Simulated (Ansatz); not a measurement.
Results of r²SCAN+SOC (Ansatz, an electronic-structure program, PAW) for ZrTiO4 (model structure, started from the ZrSiO4 type, I4₁/amd, No. 141, 12 atoms in the cell).

Numerical settings: plane-wave cutoff 560 eV, 6×6×6 k mesh, Fermi–Dirac smearing 0.01 eV, PAW data made under PBE.

Cell (relaxed with PBEsol):

```xyz
12
Lattice="-3.3929 3.3929 3.1733 3.3929 -3.3929 3.1733 3.3929 3.3929 -3.1733" Properties=species:S:1:pos:R:3 pbc="T T T"
Zr     0.0000     0.0000     0.0000
Zr     0.0000     3.3929     1.5867
Ti     0.0000     0.0000     3.1733
Ti     3.3929     0.0000     1.5867
O      3.3929     2.0795    -1.2238
O      4.7062     0.0000     0.3629
O      0.0000     1.3133     1.9496
O      2.0795     0.0000     0.3629
O      3.3929     1.3133     2.8104
O      1.3133     0.0000     4.3971
O      3.3929    -1.3133     2.8104
O      2.0795     3.3929     1.2238
```

Q: What does this level give for the band gap?

A: 
- band gap: 3.98 eV (on the SCF k mesh)

Note: the relaxation could raise the start's symmetry but not lower it, so the cell can be a saddle point; cell and atoms aren't relaxed at this level (largest force component 0.09 eV/Å, pressure 2.2 GPa).

It cost around 6 core-minutes (rough) of CPU time.

A model structure was made by putting elements into a prototype or built by hand; it is no filed structure, need not be a known phase, and can be a saddle point held by its symmetry.
